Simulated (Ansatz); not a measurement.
System: SnPt (P6₃/mmc, No. 194). Method: LDA (plane waves, PAW; Ansatz, a first-principles code).

Numerical settings: plane-wave cutoff 520 eV, 18×18×10 k mesh (along the axes of the cell as run), Fermi–Dirac smearing 0.05 eV, scalar-relativistic PAW data made under PBE.

Computed at the level's own relaxed cell.

Task: Estimate the lattice parameter a, c axis length and bulk modulus B0 that the calculation returns.

Result: 
- lattice parameter a: 4.091 Å
- c axis length: 5.407 Å
- bulk modulus B0: 156 GPa

The run finds no gap.

Note: the bulk modulus is −V dP/dV from two relaxed cells at ±2 % in volume.

Spin–orbit coupling is not included.

Static lattice: no zero-point or thermal effects.

The result took very roughly 7 core-minutes.
